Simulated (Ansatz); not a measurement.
Substrate model: Ge(100) surface of dimers buckled in the p(2x2) pattern, one row of 4 dimers, 4 layers, bottom layer H-capped and fixed; cell 8.1 x 16.1 Å; about 5 Å thick over the host's atoms, 24 atoms held; the lower dihydride is canted and the layers over it are shifted sideways by a few tenths of an Å, alike in all states. Level of theory: PBE-D3(BJ) (plane waves to 420 eV, PAW; Ansatz, a quantum-chemistry and plane-wave program). Sampling: 2x1x1 k points. The slab states were run without spin polarisation. Results hold for this slab, coverage and mesh. No zero-point or entropy terms are included. Each state was relaxed from one prepared geometry.

One SiCl4 a cell is brought to Ge(100) with buckled dimers. Relaxed result near the molecule:

```csv
atom,x (Å),y (Å),z (Å)
Si(a0),4.396,9.096,10.115
Cl(a1),5.830,9.282,8.668
Cl(a2),5.295,9.036,11.939
Cl(a3),3.363,7.373,9.797
Cl(a4),3.140,10.692,10.014
```

Question: What is the adsorption energy against the free SiCl4 and the slab before, and how much of it is dispersion?

Answer: -0.47 eV (negative: bound); the D3 term gives -0.44 eV of it. Its closest contacts to the rest of the cell: Cl(a1)...Ge(26) 3.37 Å, Cl(a3)...Ge(3) 3.87 Å, Cl(a4)...Ge(24) 3.90 Å.
